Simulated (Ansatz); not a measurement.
The cell is built on a prototype and need not be the phase stable at ambient conditions.

By r2SCAN, the system below comes out a metal.

Without scattering a metal conducts by its projected Fermi surface.

Here is the system:

```yaml
crystal:
  lattice:
    - [2.66578, 0.00000, 0.00000]
    - [0.00000, 5.11187, 0.00000]
    - [0.00000, 2.55593, 1.47567]
  atoms:
    - { symbol: Ga, position: [0.00000, 0.00000, 0.00000] }
    - { symbol: N, position: [0.50000, 0.33333, 0.00000] }
```

Space group of this cell: P-6m2. The cell was relaxed by PBE-D3(BJ); by r2SCAN its mean pressure is -3.2 GPa.

The current flows along the normal of the first two printed cell vectors. No spin-orbit coupling; the value is a mean over 0.1 eV about the Fermi level.

Give the ballistic conductance per area that Ansatz (a quantum-chemistry and plane-wave program) with r2SCAN yields.

0.25 × 10¹⁵ S/m² for both spins.
